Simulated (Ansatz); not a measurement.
Consider Nb$_{4}$N$_{3}$ (space group I4/mmm, No. 139; a cell from a computed database, its experimental status unchecked).

```
Nb4N3
1.0
   -2.18096     2.18096     4.29114
    2.18096    -2.18096     4.29114
    2.18096     2.18096    -4.29114
Nb N
4 3
Cartesian
  2.18096   0.00000   0.00000
  0.00000   2.18096   0.00000
  0.00000   0.00000   6.41279
  0.00000   0.00000   2.16950
  2.18096   0.00000   2.14557
  0.00000   2.18096   2.14557
  0.00000   0.00000   0.00000
```

Cartesian axes are those of the cell as printed.

Level of theory: Kohn–Sham DFT with the PBEsol functional, run in Ansatz (a first-principles code) with PAW and 420 eV plane waves, scalar-relativistic without spin-orbit coupling.

Strains are applied to the cell and any free atomic positions relax; under biaxial strain the out-of-plane vector relaxes too.

One change was made to it. Results:

The energy grows by 8.4 meV/atom; the pressure (mean of the normal stresses, compression positive) goes from zero to -3.3 GPa.

Question: Which change produced these results?
A. biaxial strain −4.19 %, plane normal [001], relaxed out of plane
B. strain tensor (xx, yy, zz, yz, xz, xy) = (−0.44, −0.19, +1.89, −0.21, −0.20, −0.83) %
C. strain tensor (xx, yy, zz, yz, xz, xy) = (−1.36, +0.92, +0.67, +0.30, −0.51, −1.17) %
D. biaxial strain +0.42 %, plane normal [001], relaxed out of plane

Answer: B, strain tensor (xx, yy, zz, yz, xz, xy) = (−0.44, −0.19, +1.89, −0.21, −0.20, −0.83) %. For comparison, the pressure in the other runs: biaxial strain +0.42 %, plane normal [001], relaxed out of plane gives -2.0 GPa; strain tensor (xx, yy, zz, yz, xz, xy) = (−1.36, +0.92, +0.67, +0.30, −0.51, −1.17) % gives -0.2 GPa; biaxial strain −4.19 %, plane normal [001], relaxed out of plane gives 25.8 GPa.

Without a gap, meshes like the base's 15×15×15 leave anisotropic stresses uncertain by several tenths of a GPa, and small strain energies with them. Stability against distortions was not tested. The final runs are not spin-polarised. An odd electron count without spin: Nb4N3.
